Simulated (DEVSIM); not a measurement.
System: illuminated Si n-on-p cell, one wavelength, at 300 K.

```
layer (left to right)  material  thickness (μm)  Nd (cm⁻³)  Na (cm⁻³)   τn (s)   τp (s)  absorption coefficient (cm⁻¹)
---------------------  --------  --------------  ---------  ---------  -------  -------  -----------------------------
1                            Si           0.230     1.3e19          -   1.7e-5   5.1e-5                          41000
2                            Si            53.0          -     1.1e16  0.00022  0.00022                          41000
```

Left contact: ohmic, minority hole recombination velocity 3e6 cm/s. Right contact: ohmic, minority electron recombination velocity 1e6 cm/s. Voltage is applied to the left contact. Recombination: SRH at mid-gap, radiative, Auger. Gap narrowing is on: ΔEg = 6.92 meV × (l + √(l² + 0.5)), l = ln(N/1.3e17 cm⁻³), shared equally by both band edges. Light enters at the left, 2.2e17 photons cm⁻² s⁻¹, one pass, no reflection. Mobility is μmin + (μ − μmin)/(1 + (N/Nref)^α).

Constants are typed, rounded textbook-type inputs, not results; the design itself was drawn at random and stands for no fabricated device. Values at 300 K.

```
parameter           Si
-------------  -------
gap (eV)         1.124
affinity (eV)     4.05
permittivity      11.7
Nc (cm⁻³)      2.86e19
Nv (cm⁻³)       3.1e19
μn (cm²/Vs)       1417
μp (cm²/Vs)        470
μn,min              52
μp,min              45
Nref,n          9.7e16
Nref,p          2.2e17
αn                0.68
αp                0.72
B (cm³/s)      4.7e-15
Cn (cm⁶/s)     2.8e-31
Cp (cm⁶/s)     9.9e-32
```

DEVSIM, 1D drift-diffusion, Boltzmann statistics, complete ionisation; no tunnelling, impact ionisation, image-force lowering or self-heating.

Task: Tabulate band edges, carrier densities and field at zero bias, in the dark.

Result: Energies count from the Fermi level of the right contact; mesh points crowd at the junctions.

```csv
x (μm),Ec (eV),Ev (eV),n (cm⁻³),p (cm⁻³),field (V/cm)
0.000,0.020,-1.040,1.3e19,110,≈ 0
0.02576,0.020,-1.040,1.3e19,110,≈ 0
0.07314,0.020,-1.040,1.3e19,110,≈ 0
0.1515,0.020,-1.040,1.3e19,110,≈ 0
0.2117,0.020,-1.040,1.3e19,110,≈ 0
0.2343,0.113,-1.010,3.6e17,330,75000
0.2699,0.295,-0.828,3.1e14,380000,45000
0.3832,0.697,-0.427,5.6e7,2.1e12,26000
0.6066,0.915,-0.208,12000,9.9e15,690
1.076,0.918,-0.205,11000,1.1e16,≈ 0
2.093,0.918,-0.205,11000,1.1e16,≈ 0
5.656,0.918,-0.205,11000,1.1e16,≈ 0
12.03,0.918,-0.205,11000,1.1e16,≈ 0
25.88,0.918,-0.205,11000,1.1e16,≈ 0
43.69,0.918,-0.205,11000,1.1e16,≈ 0
48.84,0.918,-0.205,11000,1.1e16,≈ 0
51.22,0.918,-0.205,11000,1.1e16,≈ 0
52.32,0.918,-0.205,11000,1.1e16,≈ 0
52.93,0.918,-0.205,11000,1.1e16,≈ 0
53.10,0.918,-0.205,11000,1.1e16,≈ 0
53.19,0.918,-0.205,11000,1.1e16,≈ 0
53.23,0.918,-0.205,11000,1.1e16,≈ 0
```
